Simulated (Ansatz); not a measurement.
Adsorption energy and surface dipole of F on the 1x1 (0001) surface of corundum (cut with top plane Al), one in a 1x1 cell, started at the site 'top O', worked from the runs' numbers; total energies count from the potentials' own zero.

Host crystal: corundum, with a band gap (PBE, scalar-relativistic without spin-orbit coupling).

These are PBE (plane waves to 420 eV, PAW; Ansatz, an electronic-structure program) values and carry that method's errors.

Slab: 21 atoms, 6.7 Å thick at the start under the adsorbate (thin: gaps and levels are the slab's own); k 6x6x1, smearing 0.01 eV, dipole-corrected; 9 atoms held, the rest relaxed; no symmetry held; spin-polarised, ending with about 1.0 μB a cell, a value that depends on the mesh; orders that need a larger cell were not tried, no spin-orbit, no U, no dispersion correction. The slab shows no gap over 0.04 eV on its mesh. At the end it is bonded to Al. In PBE it is, or lies within 0.03 eV of, the lowest of the starts that converged.

| quantity | value |
|---|---|
| slab with the adsorbate | -11943.230 eV |
| clean slab, same cell and mesh | -11135.399 eV |
| reference, ½ F2(g) | -805.593 eV |
| area of the cell | 20.03 Å² |
| change of the step from the bottom to the top vacuum level | 3.697 eV |

Problem. What is the adsorption energy against this reference?

Solution. E(slab + adsorbate) − E(slab) − E(reference) = -2.24 eV, so in this state the adsorbate is more stable than in the reference, at a coverage of 4.99 a nm².

Problem. What dipole does adsorption add to the slab along the outward normal (Helmholtz relation, ε₀ = 0.005526 e/(V·Å))?

Solution. p = −ε₀·A·ΔV = -0.409 e·Å = -1.97 D; its negative end points to the vacuum, which raises the vacuum level.
